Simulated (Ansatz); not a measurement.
Consider PbZrO3 (space group R3c, No. 161; a = 5.9120 Å, c = 14.6973 Å (hexagonal axes); a hypothetical phase, not in the database extracts checked).

(Cell as relaxed with PBE.)

Levels (all Ansatz, an electronic-structure program, PAW): PBE (420 eV, scalar-relativistic without spin-orbit coupling); PBEsol (420 eV, without spin-orbit coupling).

Each level relaxes its own structure.

```json
[
 {"base": "volume per atom", "PBE": "14.83 Å³", "PBEsol": "14.22 Å³"},
 {"base": "lattice parameter a", "PBE": "5.912 Å", "PBEsol": "5.843 Å"},
 {"base": "band gap", "PBE": "3.06 eV", "PBEsol": "2.95 eV"}
]
```

Modification: hydrostatic tension (pressure −1 GPa).

```csv
quantity,PBE,PBEsol
band gap,3.09 eV,___
volume per atom,15.04 Å³,___
```

Task: Predict the PBEsol column.

Result: 
- band gap, PBEsol: 2.97 eV
- volume per atom, PBEsol: 14.36 Å³

PBE's band gap lies 0.12 eV above PBEsol's; PBE's volume per atom lies 0.674 Å³ above PBEsol's (4.7 %). Neither level is exact; PBEsol is the comparison here, not a measurement.

Spin-orbit coupling, missing from the scalar runs, can matter with Pb. Load acts through the strain it causes; cell and atoms are relaxed under it. Whether these cells are dynamically stable was not tested.
